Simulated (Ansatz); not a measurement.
Input:

```
AlN
1.0
    3.10655     0.00000     0.00000
   -1.55327     2.69035     0.00000
    0.00000     0.00000     4.97816
Al N
2 2
Direct
  0.66667   0.33333   0.49920
  0.33333   0.66667   0.99920
  0.66667   0.33333   0.88080
  0.33333   0.66667   0.38080
```

These are r2SCAN with spin-orbit coupling, rigid bands (plane waves, PAW; Ansatz, an electronic-structure program) values and carry that method's errors. Geometry: cell and atoms relaxed with r2SCAN.

Problem. What conductivity effective mass do dilute electrons have at 300 K?

Solution. 0.32 (x), 0.32 (y), 0.31 (z) mₑ.

Problem. Predict the hole conductivity mass (n e² τ/σ) at 300 K, by direction if it differs.

Solution. 3.7 (x), 3.7 (y), 0.42 (z) mₑ.

Problem. And the band gap?

Solution. 4.87 eV at this level; semilocal functionals usually fall short of the measured gap.

Rigid bands, one relaxation time for all states, no polarons.
